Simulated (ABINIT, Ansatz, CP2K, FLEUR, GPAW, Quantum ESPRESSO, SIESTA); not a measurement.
**One structure in several programs: SnF₃ (Fm-3m, 8 atoms in the cell)**

Self-consistent single point.

```xyz
8
Lattice="0.0000 4.3124 4.3124 4.3124 0.0000 4.3124 4.3124 4.3124 0.0000" Properties=species:S:1:pos:R:3 pbc="T T T"
Sn     4.3124     4.3124     4.3124
Sn     0.0000     0.0000     0.0000
F      4.3124     6.2806     4.3124
F      4.3124     2.3443     4.3124
F      2.3443     4.3124     4.3124
F      6.2806     4.3124     4.3124
F      4.3124     4.3124     6.2806
F      4.3124     4.3124     2.3443
```

All programs got the same cell, k-point mesh and kind of occupations (in Ansatz's words: kpoints.mp_grid.grid = 6 6 6; scf.occupations.method = fermi_dirac; scf.occupations.width = 0.0037 Ry); potentials, basis and cutoffs are each program's usual ones.

```
code                                                                                                                                      model  pressure (GPa)  largest force (eV/Å)  gap on the mesh (eV)  k-points           cutoff
----------------  -----------------------------------------------------------------------------------------------------------------------------  --------------  --------------------  --------------------  --------  ---------------
Ansatz                                                                                                          PBEsol, PAW files made with PBE            1.73                 0.309                 2.838        16          default
CP2K                                                                 PBEsol, GPW, DZVP-MOLOPT-SR-GTH basis, GTH-PBE potentials (GTH_POTENTIALS)            5.18                 0.660                 2.842       216      grid 550 Ry
Quantum ESPRESSO                                                                           PBEsol, GBRV 1.5 ultrasoft (PBESOL) pseudopotentials            1.81                 0.367                 2.803        16            40 Ry
GPAW                                                                                      PBEsol, GPAW PAW datasets PBEsol (made by gpaw-setup)               –                 0.256                 2.821        16           950 eV
FLEUR                                                                           PBEsol, all-electron FLAPW (FLEUR), scalar-relativistic valence               –                     –                 2.873        16  Kmax 4.7 1/bohr
SIESTA            GGA PBEsol, numerical atomic orbitals DZP, PseudoDojo PBEsol standard norm-conserving potentials (rewritten from UPF to PSML)            2.27                 0.668                 2.805       132      grid 400 Ry
ABINIT                                                           PBEsol, norm-conserving pseudopotentials (PseudoDojo nc-sr-04 PBEsol standard)            2.00                 0.325                 2.851        16            84 Ry
```

A dash marks a value that a program does not give, or that is left out as unsure.

Gaps are read on the mesh.

The spread over the programs that give each value: pressure within 3.45 GPa; largest force within 0.412 eV/Å; gap on the mesh within 0.070 eV.

The starting cell comes from a database of computed structures (which also holds hypothetical and non-ambient phases and stackings), without a prior relaxation at this level. Its lattice was rescaled by a random factor within 2.5 % of one.

Q: Why do the programs differ, and what cannot be compared?

A: Differences of this kind can come from the potentials, where these differ, and from what each basis and cutoff leave unconverged. The valence holds different numbers of electrons (Ansatz (a first-principles code) 70, CP2K 50, Quantum ESPRESSO 70, GPAW 70, FLEUR 70, SIESTA 70, ABINIT 70). The zero of total energies and Fermi levels follows the potentials and each program's conventions, so they are not compared here. CP2K and SIESTA use small atom-centred bases, whose incompleteness enters pressures, forces and empty levels differently from a plane-wave cutoff. FLEUR treats all electrons, but the usual bases taken here (sphere radii, linearisation, local orbitals, empty states) were not tested for convergence, so the values are no reference for the others. Ansatz's pressure is given at a fixed set of plane waves, as the other plane-wave codes print theirs; with its correction for the finite basis it is 2.00 GPa (the shift of 0.28 GPa shows how far the cutoff is from converged). Ansatz's smearing width was typed in Ry to four decimals, so it matches the others to a few per cent. The pressure of GPAW is left out: its cutoff lies under the one at which its stress was checked. The programs reduce the same mesh by symmetry to different extents, which changes the work and not the result. In the pressure, CP2K (by 3.37) lies more than 1 GPa from the median of the plane-wave programs. In the force vectors, CP2K (by 0.343) and SIESTA (by 0.351) lie more than 0.08 eV/Å from the median of the plane-wave programs.

Keys are those of Ansatz 0.2.
